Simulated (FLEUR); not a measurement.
Worked example: self-consistent single point of TiSi₂ (Fddd, 6 atoms in the cell) in FLEUR.

Method: PBE, all-electron FLAPW (FLEUR), scalar-relativistic valence.

The change in words: lattice scaled by 0.98. Reference geometry:
```
TiSi2
1.0
    0.00000     4.20810     4.35668
    2.44208     0.00000     4.35668
    2.44208     4.20810     0.00000
Ti Si
2 4
Direct
  0.50000   0.50000   0.50000
  0.75000   0.75000   0.75000
  0.83743   0.16257   0.83743
  0.16257   0.83743   0.16257
  0.41257   0.08743   0.41257
  0.08743   0.41257   0.08743
```

Reference input (self-consistent single point, DFT, PBE, all-electron FLAPW (FLEUR), scalar-relativistic valence): Kmax = 4.4 1/bohr; GmaxXC = 17.6 1/bohr; xcFunctional = pbe; jspins = 1; l_soc = F; mode = gauss; fermiSmearingEnergy = 0.00183747 Htr; mesh (inpgen div1-3) = 7 7 7; inpgen gamma flag = false; Gmax = 17.6 1/bohr; numbands = 0; maxIterBroyd = 99. This run's input differs from it in these lines:

```diff
@@ -3,6 +3,6 @@
 &input film=f /
--0.0000000000 0.6947351806 0.7192656177
-0.4031744006 -0.0000000000 0.7192656177
-0.4031744006 0.6947351806 0.0000000000
-11.4463132523
+-0.0000000000 0.6947352076 0.7192655917
+0.4031743455 -0.0000000000 0.7192655917
+0.4031743455 0.6947352076 -0.0000000000
+11.2173865523
 1.0 1.0 1.0
@@ -47,5 +47,5 @@
          <bravaisMatrix>
-            <row-1>    0.0000000000000000     7.9521565045408131     8.2329395718032554</row-1>
-            <row-2>    4.6148604845758889     0.0000000000000000     8.2329395718032554</row-2>
-            <row-3>    4.6148604845758889     7.9521565045408131     0.0000000000000000</row-3>
+            <row-1>    0.0000000000000000     7.7931133751415889     8.0682801758676828</row-1>
+            <row-2>    4.5225624814440541     0.0000000000000000     8.0682801758676828</row-2>
+            <row-3>    4.5225624814440541     7.7931133751415889     0.0000000000000000</row-3>
          </bravaisMatrix>
```

The program printed (abridged):

```
 Iteration:     1   Distance:       5.93984816 me/bohr^3
 Iteration:     2   Distance:       5.54120465 me/bohr^3
 Iteration:     3   Distance:       1.88442411 me/bohr^3
 Iteration:     4   Distance:       0.80845866 me/bohr^3
 Iteration:     5   Distance:       0.64899926 me/bohr^3
   [... 7 lines left out ...]
 Iteration:    13   Distance:       0.00010117 me/bohr^3
 Iteration:    14   Distance:       0.00002297 me/bohr^3
 Iteration:    15   Distance:       0.00002899 me/bohr^3
 Iteration:    16   Distance:       0.00000138 me/bohr^3
 Reset of history
 Run finished successfully
 Stop message:
   Structural relaxation: new displacements generated

[file out, last iteration]
             iter=     17
[...]
          total density-effective poten   -4.5013818123E+03
          total charge density-energy d   -1.6815896537E+02
 Updated energy parameters for spin:           1
[...]
 fermi energy and band-weighting factors:

[...]
FERMIE:
          first approx. to ef    (T=0)  :   0.404755 htr   (energy of the highest occ. eigenvalue)
          number of occ. states  (T=0)  :       1285
          first approx. to seigv (T=0)  : -10.224432 htr
          sum of weights of occ. states :  20.008746
          sum of semicore charge        :   0.000000 e
          fermi energy=   0.40472 har   work function= -11.01294 ev
          number of valence electrons=  40.00000
   [... lines left out ...]
          total moment                 =     0.00000
 Direct bandgap for spin            1 :    3.4483520539381196E-003  Htr
 ---->    free energy=                     -2867.9031449043 htr
   [... lines left out ...]
      extrapolation for T->0
 ---->    total electron energy=           -2867.9031449043 htr
 ***** TOTAL FORCES ON ATOMS *****
 TOTAL FORCE FOR ATOM TYPE=  1  X=  3.392   Y=  5.845   Z=  6.051
                       FX_TOT= 0.000000 FY_TOT= 0.000000 FZ_TOT= 0.000000
 TOTAL FORCE FOR ATOM TYPE=  2  X= -1.131   Y= -4.482   Z= -2.017
                       FX_TOT= 0.000000 FY_TOT=-0.000369 FZ_TOT= 0.000000
```

The run converged in 16 iterations. FLEUR gives forces in its relaxation mode, with a further iteration, so its stop message speaks of a relaxation. Against the reference run the total energy falls by 15.1 meV/atom and the largest force goes from 0.009 to 0.019 eV/Å.

The starting cell comes from a database of computed structures (which also holds hypothetical and non-ambient phases and stackings), without a prior relaxation at this level. Its lattice was rescaled by a random factor within 2.5 % of one. For this run, on top of that: lattice scaled by 0.98. Spin polarisation is off. Values depend on the basis (sphere radii, cutoffs, local orbitals), which need not be converged. The log's line on a gap gives a spacing of levels on this mesh, which the program prints for metals too.

Cost on one core of a shared machine: roughly 9 min.
